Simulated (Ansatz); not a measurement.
The parent structure is CdSe in the zinc blende structure (space group F-43m, No. 216).

```
CELL_PARAMETERS angstrom
      0.00000     3.04091     3.04091
      3.04091     0.00000     3.04091
      3.04091     3.04091     0.00000
ATOMIC_POSITIONS crystal
  Se 0.75000 0.75000 0.75000
  Cd 0.00000 0.00000 0.00000
```

Cartesian axes are those of the cell as printed.

The values are results of DFT with PBEsol, PAW potentials and a 420 eV plane-wave cutoff in Ansatz (a first-principles code), no spin-orbit coupling, not measurements.

Strains are applied to the cell and any free atomic positions relax; under biaxial strain the out-of-plane vector relaxes too.

One change was made to it. Results:

```json
[
 {"quantity": "band gap", "base": "0.48 eV", "after": "0.44 eV"},
 {"quantity": "pressure (mean of the normal stresses, compression positive)", "base": "0.00 GPa", "after": "0.31 GPa"},
 {"quantity": "energy relative to the base (free energy F)", "base": "0 meV/atom", "after": "+2.0 meV/atom"}
]
```

### Question
Which change produced these results?
(A) biaxial strain −1.51 %, plane normal [110], relaxed out of plane
(B) biaxial strain +4.23 %, plane normal [001], relaxed out of plane
(C) strain tensor (xx, yy, zz, yz, xz, xy) = (−0.70, −0.89, +0.97, −0.92, −0.76, +0.67) %

### Answer
C, strain tensor (xx, yy, zz, yz, xz, xy) = (−0.70, −0.89, +0.97, −0.92, −0.76, +0.67) %. For comparison, the pressure in the other runs: biaxial strain −1.51 %, plane normal [110], relaxed out of plane gives 0.76 GPa; biaxial strain +4.23 %, plane normal [001], relaxed out of plane gives -1.08 GPa.

Gaps are read on the SCF mesh and a high-symmetry path. Whether these cells are dynamically stable was not tested.
